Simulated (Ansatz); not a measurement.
Band structure of SbP (Pm-3m, 2 atoms in the cell).

```
SbP
1.0
    3.26909     0.00000     0.00000
    0.00000     3.26909     0.00000
    0.00000     0.00000     3.26909
Sb P
1 1
Cartesian
  0.00000   0.00000   0.00000
  1.63454   1.63454   1.63454
```

Method: PBE (plane waves, PAW; Ansatz, a first-principles code).

Settings: basis.ecutwfc = 420 eV; kpoints.mp_grid.grid = 5 5 5; hamiltonian.xc = pbe; hamiltonian.pseudopotentials = {kind: paw} (the program's default PAW files); scf.occupations.method = fermi_dirac; scf.occupations.width = 0.1 eV; kpoints.band_path.npoints = 6.

The starting cell was generated: these elements placed on a structure prototype, without a prior relaxation; it need not be a known phase or ordering of this composition. Spin-orbit coupling is off. The run gives no clean gap (levels at the Fermi energy touch, overlap or are partly filled at this smearing), which alone does not show that the compound is a metal.

Levels in eV from the Fermi level, bands 7 to 13:
| point | 7 | 8 | 9 | 10 | 11 | 12 | 13 |
|---|---|---|---|---|---|---|---|
| Γ | -4.32 | -2.65 | -2.65 | -2.65 | 2.59 | 2.59 | 7.72 |
| X | -12.00 | 0.06 | 0.06 | 0.54 | 1.39 | 1.69 | 1.69 |
| M | -9.10 | -7.52 | -7.52 | 0.90 | 4.31 | 4.84 | 4.84 |
| R | -6.57 | -3.98 | -3.98 | -3.98 | -3.82 | -3.82 | -3.82 |

Bands cross the Fermi level along this path, so the cell is metallic at this level.

Keys are those of Ansatz 0.2.
